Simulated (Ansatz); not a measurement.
A self-consistent single point of CsCu2Br3 (Cmcm, 12 atoms in the cell) with Ansatz (a quantum-chemistry and plane-wave program).

Computed with PBEsol, default PAW files made with PBE (plane waves; Ansatz).

```
CELL_PARAMETERS angstrom
      4.93562    -6.17390     0.00000
      4.93562     6.17390     0.00000
      0.00000     0.00000     5.81321
ATOMIC_POSITIONS crystal
  Cs 0.32200 0.67800 0.25000
  Cs 0.67800 0.32200 0.75000
  Cu 0.84400 0.84400 0.00000
  Cu 0.15600 0.15600 0.50000
  Cu 0.15600 0.15600 0.00000
  Cu 0.84400 0.84400 0.50000
  Br 0.88190 0.11810 0.25000
  Br 0.11810 0.88190 0.75000
  Br 0.83320 0.59600 0.25000
  Br 0.16680 0.40400 0.75000
  Br 0.59600 0.83320 0.75000
  Br 0.40400 0.16680 0.25000
```

Reference input (self-consistent single point, DFT, PBEsol, plane waves, default PAW files made with PBE): kpoints.mp_grid.grid = 3 3 4; hamiltonian.xc = pbesol; hamiltonian.pseudopotentials = {kind: paw} (the program's default PAW files); scf.occupations.method = fermi_dirac; scf.occupations.width = 0.01 Ry. This run's input differs from it in these lines:

Ansatz 0.2 input:
```diff
@@ -20,3 +20,3 @@
   mp_grid:
-    grid: [3, 3, 4]
+    grid: [2, 2, 3]
 hamiltonian:
```

The program printed (abridged):

```
SCF iter   1: F=—  HF=-53954.705275 eV  |F-HF|=—  |Δ(HF+E_count)|=         —  Δρ=6.70e-3  dr2=9.34e-2  ethr=1.77e-3  ⟨swp⟩=10.0  Hψ=2455  notcnv=0  defer=1
all-band conjugate gradients solve this SCF's bands
preconditioner: auto → Resta (q_TF=auto, 2.326 Å⁻¹)
SCF iter   2: F=—  HF=-53954.705633 eV  |F-HF|=—  |Δ(HF+E_count)|=   3.58e-4  Δρ=4.98e-3  dr2=6.26e-2  ethr=6.87e-5  ⟨swp⟩=2.0  Hψ=1056  notcnv=0  defer=4
   [... lines left out ...]
SCF iter   5: F=—  HF=-53954.687005 eV  |F-HF|=—  |Δ(HF+E_count)|=   1.04e-4  Δρ=1.40e-4  dr2=9.03e-5  ethr=4.82e-7  ⟨swp⟩=2.0  Hψ=713  notcnv=0  defer=4
SCF iter   6: F=—  HF=-53954.687193 eV  |F-HF|=—  |Δ(HF+E_count)|=   1.88e-4  Δρ=5.15e-5  dr2=8.50e-6  ethr=6.64e-8  ⟨swp⟩=2.0  Hψ=762  notcnv=0  defer=4
SCF iter   7: F=—  HF=-53954.687197 eV  |F-HF|=—  |Δ(HF+E_count)|=   4.08e-6  Δρ=1.66e-5  dr2=8.94e-7  ethr=6.25e-9  ⟨swp⟩=2.0  Hψ=802  notcnv=0  defer=4
SCF iter   8: F=-53954.687197 eV  HF=-53954.687197 eV  |F-HF|=1.99e-9  |Δ(HF+E_count)|=   1.88e-7  Δρ=3.50e-6  dr2=6.37e-8  ethr=7.35e-11  ⟨swp⟩=10.7  Hψ=2507  notcnv=0
SCF 1 converged in 8 iterations: F = -53954.687197 eV  dr2 = 6.37e-8
Free energy (F): -53954.687197 eV
Internal energy: -53954.681766 eV  (E = F + TS)
E sigma→0 (E₀):  -53954.684482 eV
Entropy (-TS):   -0.005431 eV (-0.453 meV/atom)
Fermi energy:    6.180219 eV
--- Forces (eV/Å), atoms counted from 1 ---
  atom   1  Cs     0.00000000     0.02135221    -0.00000000
  atom   2  Cs    -0.00000000    -0.02135221     0.00000000
  atom   3  Cu     0.08241244     0.00000000     0.00000000
  atom   4  Cu    -0.08241244     0.00000000     0.00000000
  atom   5  Cu    -0.08241244     0.00000000    -0.00000000
  atom   6  Cu     0.08241244     0.00000000    -0.00000000
  atom   7  Br    -0.00000000    -0.33698929     0.00000000
  atom   8  Br     0.00000000     0.33698929    -0.00000000
   [... lines left out ...]
  atom  12  Br    -0.19592560     0.15671816    -0.00000000
--- Stress (GPa, compression-positive) ---
       -1.533888       0.000000      -0.000000
        0.000000      -1.077902       0.000000
       -0.000000       0.000000      -2.135058
  P = ⅓ Tr σ = -1.5823 GPa (-15.823 kbar)
  The stress holds the Pulay correction. Without it, at fixed plane waves, as pw.x and ABINIT print it: P = -1.6119 GPa
```

The run converged in 8 iterations. Against the reference run the free energy rises by 2.4 meV/atom, the pressure moves little (-1.62 to -1.58 GPa), the largest force goes from 0.318 to 0.337 eV/Å and the gap on the mesh moves little (1.481 to 1.480 eV).

The starting cell comes from a database of published, mostly measured structures (it also holds non-ambient and calculated ones), without a prior relaxation at this level. Ansatz's pressure includes its estimate of the finite-basis (Pulay) stress.
